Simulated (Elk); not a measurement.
A self-consistent single point of Ni (Fm-3m, 1 atom in the cell) with Elk.

Method: PBE, all-electron FP-LAPW, Elk's shipped species files, default APW+lo basis (Elk).

The change in words: lattice scaled by 0.98; ngridk: 12 12 12 → 15 15 15. Reference geometry:
```yaml
crystal:
  lattice:
    - [0.00000, 1.75472, 1.75472]
    - [1.75472, 0.00000, 1.75472]
    - [1.75472, 1.75472, 0.00000]
  atoms:
    - { symbol: Ni, position: [0.00000, 0.00000, 0.00000], spin: 1.0 }
```
(The spins are starting values, not results.)

Reference input (self-consistent single point, DFT, PBE, all-electron FP-LAPW, Elk's shipped species files, default APW+lo basis): xctype = 20; spinpol = true; swidth = 0.00367493 Ha; ngridk = 12 12 12; reducebf = 0.7; nempty = 8 per atom; maxscl = 100; bfcmt = [[0.0, 0.0, -1.0]]. This run's input differs from it in these lines:

```diff
@@ -25,5 +25,5 @@
 avec
-    0.0000000000    1.7547200000    1.7547200000
-    1.7547200000    0.0000000000    1.7547200000
-    1.7547200000    1.7547200000    0.0000000000
+    0.0000000000    1.7196260000    1.7196260000
+    1.7196260000    0.0000000000    1.7196260000
+    1.7196260000    1.7196260000    0.0000000000
 
@@ -39,3 +39,3 @@
 ngridk
-  12 12 12
+  15 15 15
```

Output, abridged:

```
│ Self-consistent loop started │
│ Loop number : 1 │
 total energy                :     -1521.72266889
 total moment                :    1.205434837
│ Loop number : 2 │
 total energy                :     -1521.83906036
 total moment                :    1.201119949
RMS change in Kohn-Sham potential (target) :    2.356686757     (  0.1000000000E-05)
Absolute change in total energy (target)   :   0.1163914697     (  0.1000000000E-03)
│ Loop number : 3 │
 total energy                :     -1519.64747090
 total moment                :   0.9412948510
RMS change in Kohn-Sham potential (target) :    1.676012504     (  0.1000000000E-05)
   [... lines left out ...]
│ Loop number : 21 │
 total energy                :     -1520.88895495
 total moment                :  -0.6196145774
RMS change in Kohn-Sham potential (target) :   0.1086247597E-05 (  0.1000000000E-05)
Absolute change in total energy (target)   :   0.3163578845E-04 (  0.1000000000E-03)
│ Loop number : 22 │
 total energy                :     -1520.88897097
 total moment                :  -0.6197058138
RMS change in Kohn-Sham potential (target) :   0.2385801178E-06 (  0.1000000000E-05)
Absolute change in total energy (target)   :   0.8117603784E-05 (  0.1000000000E-03)
Convergence targets achieved

│ Loop number : 23 │

Energies :
 Fermi                       :     0.320194256899
 xc effective B-field        :    -0.967603566355E-02
 external B-field            :      0.00000000000
 total energy                :     -1520.88896738
 (external B-field energy excluded from total)

Density of states at Fermi energy :    42.34202644
 (states/Hartree/unit cell)

Estimated indirect band gap :   0.2251968790E-03
 from k-point     99 to k-point     93
Estimated direct band gap   :   0.7968332640E-03
 at k-point     17

Charges :
 core                        :    12.00000000
 valence                     :    16.00000000
 interstitial                :   0.8170587250
 muffin-tins (core leakage)
  species :    1 (Ni)
   atom    1                 :    27.18294128     (  0.5569830003E-03)
 total in muffin-tins        :    27.18294128
 total calculated charge     :    27.99524042
 total charge                :    28.00000000
 error                       :   0.4759582734E-02

Moments :
 interstitial                :   0.1887658757E-01
 muffin-tins
  species :    1 (Ni)
   atom    1                 :  -0.6385726411
 total in muffin-tins        :  -0.6385726411
 total moment                :  -0.6196960536

│ Self-consistent loop stopped │
```

The run converged in 23 iterations. The count includes the last loop, which Elk runs after its targets are met. Against the reference run the size of the net moment moves little (0.63 to 0.62 μB/atom).

The starting cell has typed, rounded lattice constants, without a prior relaxation at this level. Its lattice was rescaled by up to half a per cent. For this run, on top of that: lattice scaled by 0.98. With one magnetic atom in the cell only a parallel order is possible. Values depend on the basis (sphere radii, cutoffs, local orbitals), which need not be converged. The log's line on a gap gives a spacing of levels on this mesh, which the program prints for metals too.
